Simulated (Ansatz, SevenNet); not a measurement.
CsCl-type AuZn (cubic form, which distorts at low temperature): lattice parameter a by level of theory

No measured value is used here.

```tsv
level (code)	value (Å)
SevenNet-l3i5	3.193
LDA (Ansatz)	?
BLYP (Ansatz)	3.269
PBE (Ansatz)	?
rVV10 (Ansatz)	3.212
r²SCAN (Ansatz)	3.149
r²SCAN+SOC (Ansatz)	?
HSE06-D3(BJ) (Ansatz)	3.112
r²SCAN0 (Ansatz)	3.147
r²SCANh (Ansatz)	3.149
Hartree–Fock (Ansatz)	3.299
```

Q: Complete the blanks.

A: 
- LDA (Ansatz, a first-principles code), value (Å): 3.096
- PBE (Ansatz), value (Å): 3.186
- r²SCAN+SOC (Ansatz), value (Å): 3.143

Density-functional levels without +SOC have no spin–orbit coupling. LDA, BLYP, PBE, rVV10, r²SCAN, r²SCAN+SOC, HSE06-D3(BJ), r²SCAN0, r²SCANh, Hartree–Fock: symmetry holds this phase in the static calculation, where it need not be a minimum. BLYP, Hartree–Fock: the cell is over a tenth larger than the published one: the level's own overestimate first of all, though another phase or state, or a fault of the published cell, is possible. Cutoffs and k meshes differ between the levels. Ansatz's density-functional and Hartree–Fock values are scalar-relativistic unless marked +SOC, with PAW data made under PBE.

Machine-learned potentials (SevenNet-l3i5) are trained on DFT data: a solid inside that data is no test of them.
